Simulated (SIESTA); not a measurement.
**Parameter sweep on ZnPt (P4/mmm, 2 atoms in the cell)**

```yaml
crystal:
  lattice:
    - [2.86400, 0.00000, 0.00000]
    - [0.00000, 2.86400, 0.00000]
    - [0.00000, 0.00000, 3.51000]
  atoms:
    - { symbol: Pt, position: [0.00000, 0.00000, 0.00000] }
    - { symbol: Zn, position: [0.50000, 0.50000, 0.50000] }
```

Base run A: SIESTA with LDA PW92, numerical atomic orbitals TZP, PseudoDojo LDA standard norm-conserving potentials (rewritten from UPF to PSML), self-consistent single point.

Its settings: XC.functional = LDA; XC.authors = PW92; potentials = PseudoDojo LDA standard; PAO.BasisSize = TZP; PAO.EnergyShift = 0.005 Ry; MeshCutoff = 300 Ry; kgrid.MonkhorstPack = 8 8 6; OccupationFunction = MP; OccupationMPOrder = 0; ElectronicTemperature = 200 meV; MaxSCFIterations = 150; SCF.Mixer.Method = Pulay; SCF.Mixer.Weight = 0.2; SCF.Mixer.History = 8; SCF.DM.Tolerance = 1.0E-05.

The starting cell comes from a database of published, mostly measured structures (it also holds non-ambient and calculated ones), without a prior relaxation at this level. Spin polarisation is off. Values carry the incompleteness of an atom-centred basis. In the base run, with a pressure of about -12 GPa the cell is away from its equilibrium volume at this level.

ΔF is the free energy per atom less that of run A. 

Run A gave: pressure (GPa) -11.88; TS (meV/atom) 5.2; k-points 223.

Runs:
- B: kgrid.MonkhorstPack, ElectronicTemperature = 5 5 4, 30 meV
- C: kgrid.MonkhorstPack, ElectronicTemperature = 5 5 4, 100 meV
- D: kgrid.MonkhorstPack, ElectronicTemperature = 5 5 4, 300 meV
- E: kgrid.MonkhorstPack, ElectronicTemperature = 6 6 5, 30 meV
- F: kgrid.MonkhorstPack, ElectronicTemperature = 6 6 5, 100 meV
- G: kgrid.MonkhorstPack, ElectronicTemperature = 6 6 5, 300 meV
- H: kgrid.MonkhorstPack, ElectronicTemperature = 8 8 6, 30 meV
- I: kgrid.MonkhorstPack, ElectronicTemperature = 8 8 6, 100 meV
- J: kgrid.MonkhorstPack, ElectronicTemperature = 8 8 6, 300 meV
- K: kgrid.MonkhorstPack, ElectronicTemperature = 9 9 8, 30 meV
- L: kgrid.MonkhorstPack, ElectronicTemperature = 9 9 8, 100 meV
- M: kgrid.MonkhorstPack, ElectronicTemperature = 9 9 8, 300 meV

Task: What does run K change against A?

Result: The free energy rises by 6.4 meV/atom and the pressure stays near -11.79 GPa while the zz stress (positive for compression) goes from -10.56 to -11.67 GPa.

Task: What does run J change against A?

Result: The free energy falls by 2.9 meV/atom and the pressure moves little (-11.88 to -11.85 GPa).

```csv
run,ΔF (meV/atom),pressure (GPa),TS (meV/atom),k-points
A,0.00,-11.88,5.2,223
B,15.8,-11.41,0.7,53
C,13.7,-11.45,3.6,53
D,5.8,-11.45,12.8,53
E,0.85,-11.85,0.2,96
F,0.32,-11.85,0.8,96
G,-2.1,-11.77,6.3,96
H,3.1,-11.93,0.2,223
I,2.2,-11.91,1.7,223
J,-2.9,-11.85,9.9,223
K,6.4,-11.79,0.2,329
L,5.8,-11.77,0.9,329
M,1.72,-11.74,9.9,329
```
